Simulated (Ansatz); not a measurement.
Cubic perovskite TlMnCl3 was calculated with HSE06 (plane waves, PAW; Ansatz, a program for electronic structure).

Settings: plane-wave cutoff 460 eV, 6×6×6 k mesh, Fermi–Dirac smearing 0.01 eV, spin-polarised start, scalar-relativistic PAW data made under PBE.

Energies at three volumes about the minimum:

| V (Å³/atom) | E − E_lowest (meV/atom) |
|---|---|
| 25.350 | 1.74 |
| 25.811 | 0.00 |
| 26.650 | 1.54 |

Fit a parabola by hand: where is the minimum, what lattice constant follows, and what is the bulk modulus?

Slopes: (0.00 − 1.74)/(25.811 − 25.350) = -3.774 and (1.54 − 0.00)/(26.650 − 25.811) = 1.836 meV/Å³. Curvature E″ = 2 × (1.836 − (-3.774))/(26.650 − 25.350) = 8.631 meV/Å⁶. From the middle of the first interval, the slope vanishes at V0 = 25.5805 − (-3.774)/8.631 = 26.018 Å³/atom. B = V0 E″ = 26.018 × 8.631 meV/Å³ × 0.1602 GPa per meV/Å³ = 36.0 GPa. With 5 atoms in the cube, a = (5 × 26.018)^(1/3) = 5.067 Å. The full Birch–Murnaghan fit to all volumes gives V0 = 26.003 Å³/atom and B0 = 35.5 GPa.

Note: the magnetic order was assumed, not searched for or taken from measurement; the relaxation could not lower the start's symmetry, so the cell can be a saddle point above a distorted one.
